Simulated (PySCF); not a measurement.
PySCF 2.14.0, WB97X/def2-svp, df: Cr(O)2(Me)2 ([CH3][Cr]([CH3])(=[O])=[O]), 11 atoms. The geometry is a generated start, not checked to be a minimum at this level.

```json
{
 "task": "energy",
 "method": "wb97x",
 "basis": "def2-svp",
 "two_electron_scheme": "density fitting",
 "mol.max_memory": "3000 MB",
 "mf.max_cycle": "100",
 "mf.conv_tol": "1e-09 (default)",
 "mf.grids.level": "3 (default)",
 "basis_functions": "117",
 "grid_points": "136152"
}
```

```xyz
11

Cr     0.8229    -0.0289     0.2943
O      1.9021    -0.3775    -0.7526
O      1.0123     0.3202     1.7858
C     -0.1115     1.6186    -0.4930
H     -0.9497     1.9149     0.1481
H     -0.4865     1.3694    -1.4944
H      0.5320     2.4915    -0.6021
C     -0.4660    -1.6223     0.2907
H     -0.2106    -2.4052    -0.4253
H     -1.4339    -1.1813    -0.0117
H     -0.6111    -2.0993     1.2602
```

Charge 0 and multiplicity 1 are set for this test and not shown to be the ground state.

With the defaults (mf.DIIS = CDIIS, mf.diis = true, mf.damp = 0, mf.diis_start_cycle = 1, mf.init_guess = minao, mf.level_shift = 0, mf.diis_space = 8, newton = off) it converges in 16 Fock builds. One run each on 2 threads, 1 BLAS thread, with these changes:
- mf.init_guess = huckel
- mf.init_guess = atom
- newton = Hessian by the SCF's own integrals
- mf.DIIS = EDIIS
- mf.diis = false, mf.damp = 0.7, mf.diis_start_cycle = 999
- mf.diis_space = 12
- mf.level_shift = 0.3 Hartree
- mf.diis_space = 20
- mf.diis = false

**Question.** Name the settings that don't reach the solution of the defaults.

**Answer.** No convergence: mf.DIIS = EDIIS; mf.diis = false (the run ends without SCF convergence in 100 cycles). The rest reach the solution of the defaults.

```csv
setting,Fock builds,end
the defaults,16,same solution
mf.diis_space = 20,16,same solution
mf.diis_space = 12,16,same solution
mf.init_guess = atom,17,same solution
mf.level_shift = 0.3 Hartree,21,same solution
mf.init_guess = huckel,21,same solution
newton = Hessian by the SCF's own integrals,50,same solution
"mf.diis = false, mf.damp = 0.7, mf.diis_start_cycle = 999",59,same solution
mf.DIIS = EDIIS,101,no convergence
mf.diis = false,101,no convergence
```

Under newton the count holds the products with the orbital Hessian.
